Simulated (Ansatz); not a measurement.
The starting structures come from a database of crystals and need not be the phases stable at ambient conditions.

Tunnelling through a barrier is set by its complex band structure: the current falls as exp(−2κd) with the smallest κ.

Consider the following.

```
SnO2
1.0
    7.31892     0.00000     0.00000
   -3.65946     6.33837     0.00000
    3.65946     2.11279     2.98794
Sn O
4 8
Direct
  0.50000   0.50000   0.00000
  0.00000   0.50000   0.00000
  0.50000   0.00000   0.00000
  0.00000   0.00000   0.00000
  0.50000   0.83890   0.33890
  0.50000   0.16110   0.66110
  0.00000   0.16110   0.33890
  0.00000   0.83890   0.66110
  0.82220   0.66110   0.33890
  0.17780   0.33890   0.66110
  0.67780   0.33890   0.98330
  0.32220   0.66110   0.01670
```

Space group of this cell: Pa-3. The cell is taken as given; by r2SCAN its mean pressure is -9.0 GPa.

Transport runs along the normal of the first two printed cell vectors, the (111) plane of the conventional cell.

The gap is the functional's own. No spin-orbit coupling. Mid-gap values are interpolated on the energy grid.

### Question
Compute, with Ansatz (a quantum-chemistry and plane-wave program) with r2SCAN, the band gap and the smallest decay constant κ at mid-gap.

### Answer
Gap 1.11 eV on a 10×10×10 mesh; κ = 0.114 1/Å, at the zone centre.
